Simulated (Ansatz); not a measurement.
The parent structure is ScCuO$_{2}$ (space group P6_3/mmc, No. 194; a = 3.203 Å, c = 11.284 Å).

Computed with Ansatz (a program for electronic structure), PBEsol, PAW, cutoff 420 eV, no spin-orbit coupling.

Modification: an isotropic linear strain of −3.20 %; the atoms relax in the strained cell.

Task: What happens to the mean gap deformation potential ΔEg/Δln V?

Result: The mean gap deformation potential ΔEg/Δln V comes out as +0.1 eV.

Task: Estimate the effect on the energy relative to the base.

Result: The energy goes up by 63 meV/atom.

Whether these cells are dynamically stable was not tested. No Hubbard U is applied. All final runs are without spin polarisation.
